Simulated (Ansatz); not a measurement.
Take NbN in the rock salt structure (space group Fm-3m, No. 225; a = 4.421 Å) as the base.

Level of theory: PBE, PAW, 420 eV (Ansatz, a program for electronic structure; without spin-orbit coupling), earlier PAW set.

| level | lattice parameter a |
|---|---|
| PBE | 4.421 Å |

Task: From these computed values, estimate the measured ones, and say how each level misses.

Result: Measured: lattice parameter a 4.391 Å (temperature not stated; as listed in John G. Wright, Huili Grace Xing, Debdeep Jena, Physical Review Materials (2023)). Computed minus measured — lattice parameter a: PBE +0.7 %. Measured values not marked as corrected hold thermal and zero-point effects that the static-lattice runs lack.

No phonon test of stability was made. All final runs are without spin polarisation.
